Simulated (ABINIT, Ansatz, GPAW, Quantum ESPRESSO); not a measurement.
## Mo3Si (Pm-3n, 8 atoms in the cell) computed with different codes at matched settings

Self-consistent single point, at a second geometry (lattice scaled by 0.98). First geometry:

```
Mo3Si
1.0
    4.93890     0.00000     0.00000
    0.00000     4.93890     0.00000
    0.00000     0.00000     4.93890
Si Mo
2 6
Direct
  0.50000   0.50000   0.50000
  0.00000   0.00000   0.00000
  0.25000   0.00000   0.50000
  0.50000   0.25000   0.00000
  0.50000   0.75000   0.00000
  0.75000   0.00000   0.50000
  0.00000   0.50000   0.75000
  0.00000   0.50000   0.25000
```

Shared settings, as Ansatz (a program for electronic structure) writes them: kpoints.mp_grid.grid = 5 5 5; scf.occupations.method = gaussian; scf.occupations.width = 0.0147 Ry. Potentials and cutoffs stand in the table.

| code | model | ΔF from the first geometry (meV/atom) | pressure (GPa) | cutoff |
|---|---|---|---|---|
| ABINIT | PBE, norm-conserving pseudopotentials (PseudoDojo nc-sr-05 PBE standard) | 13.6 | 10.68 | 1088 eV |
| GPAW | PBE, GPAW PAW datasets PBE (gpaw-data 1.0.1) | 11.9 | 10.28 | 600 eV |
| Quantum ESPRESSO | PBE, GBRV 1.5 ultrasoft (PBE) pseudopotentials | 10.2 | 9.88 | 40 Ry |
| Ansatz | PBE, default PAW files | 12.2 | 10.40 | 30.9 Ry |

On Ansatz's run: spin polarisation is off.

The spread over the programs that give each value: ΔF from the first geometry within 3.4 meV/atom; pressure within 0.80 GPa.

Ansatz's pressure is given at a fixed set of plane waves, as the other plane-wave codes print theirs; with its correction for the finite basis it is 10.45 GPa.

The starting cell has typed, rounded lattice constants, without a prior relaxation at this level. Its lattice was rescaled by a random factor within 2.5 % of one. For this run, on top of that: lattice scaled by 0.98.

Left out of this page: Elk and FLEUR (not drawn, or without a comparable value).

Keys are those of Ansatz 0.2.
